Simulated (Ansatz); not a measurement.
Consider Si$_{3}$N$_{4}$ (space group Fd-3m, No. 227; a = 7.744 Å). Axes: x, y, z lie along the cube axes.

Method: PBEsol/PAW in Ansatz (a quantum-chemistry and plane-wave program), without spin-orbit coupling.

Small strains at fixed cell, atoms relaxed; stresses less that of the base, compression positive, in the order xx, yy, zz, yz, xz, xy:

```json
[
 {"strain tensor components (%)": "0.78, -1.30, 0.19, 0.13, -1.23, -0.22", "stress (GPa)": "-1.78, 5.12, 0.28, -0.94, 8.00, 1.49"},
 {"strain tensor components (%)": "-0.10, -0.03, 1.06, 0.26, -1.11, 0.90", "stress (GPa)": "-1.18, -1.56, -5.15, -1.60, 7.18, -5.96"}
]
```

Q: Extract the cubic elastic constants and what follows from them, and test mechanical stability.

A: With σ_ii = C11 ε_ii + C12 (tr ε − ε_ii) and σ_ij = 2 C44 ε_ij (tension positive), least squares gives C11 ≈ 514 GPa, C12 ≈ 181 GPa and C44 ≈ 325 GPa (good to about 1 GPa or a few per cent; finite strains leave residuals up to 0.3 GPa). Then B = (C11 + 2 C12)/3 ≈ 292 GPa, C′ = (C11 − C12)/2 ≈ 166 GPa and the Zener ratio C44/C′ ≈ 2.0. The Born criteria for a cubic crystal are met. Phonon stability is a separate test, not made here.

Stability against distortions was not tested.
